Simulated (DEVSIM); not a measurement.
Structure: abrupt GaP n-p junction, at 300 K.

Layer 1 from the left is GaP, thickness (μm) 0.300, Nd (cm⁻³) 2e15, τn (s) 1.8e-6, τp (s) 1.8e-6. Layer 2 from the left is GaP, thickness (μm) 3.00, Na (cm⁻³) 5.4e12, τn (s) 1.8e-6, τp (s) 1.8e-6.

Left contact: ohmic. Right contact: ohmic. Voltage is applied to the left contact. Recombination: SRH at mid-gap. Mobility is μmin + (μ − μmin)/(1 + (N/Nref)^α).

Constants are typed, rounded textbook-type inputs, not results; the design itself was drawn at random and stands for no fabricated device. Values at 300 K.

GaP: gap (eV) 2.26, affinity (eV) 3.8, permittivity 11.1, Nc (cm⁻³) 1.8e19, Nv (cm⁻³) 1.9e19, μn (cm²/Vs) 250, μp (cm²/Vs) 150, μn,min 10, μp,min 10, Nref,n 4.4e18, Nref,p 1e18, αn 0.8, αp 0.85.

DEVSIM, 1D drift-diffusion, Boltzmann statistics, complete ionisation; no tunnelling, impact ionisation, image-force lowering or self-heating.

Q: What does the simulation give for the largest field in the device at zero bias, the potential step across the device at zero bias, the dark forward voltage at 1 A/cm²?

A: largest field in the device at zero bias 5500 V/cm; potential step across the device at zero bias 1.635 V; dark forward voltage at 1 A/cm² 1.664 V.
